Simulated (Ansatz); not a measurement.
B20 (FeSi-type) FeGe

Level of theory: LDA (plane waves, PAW; Ansatz, a first-principles code).

Numerical settings: plane-wave cutoff 520 eV, 12×12×12 k mesh, Fermi–Dirac smearing 0.05 eV, spin-polarised with parallel moments, scalar-relativistic PAW data made under PBE.

Cell (relaxed at this level):

```
FeGe
1.0
    4.54877     0.00000     0.00000
    0.00000     4.54877     0.00000
    0.00000     0.00000     4.54877
Fe Ge
4 4
Cartesian
  3.92962   2.89354   1.65523
  1.65523   3.92962   2.89354
  0.61915   0.61915   0.61915
  2.89354   1.65523   3.92962
  0.72246   1.55192   2.99685
  2.99685   0.72246   1.55192
  3.82630   3.82630   3.82630
  1.55192   2.99685   0.72246
```
Starting moments (μB, in the order of the record's atoms Fe Fe Fe Fe Ge Ge Ge Ge): 1.2 1.2 1.2 1.2 0.0 0.0 0.0 0.0.

For B20 (FeSi-type) FeGe, the band gap is none and the magnetic moment (largest site, within a sphere) is 0.90 μB.

Note: the collinear magnetic order is the start's and need not be the measured one.

Moments are spin moments.

Spin–orbit coupling is not included.

Static lattice: no zero-point or thermal effects.

The result took roughly 2.1 core-hours.
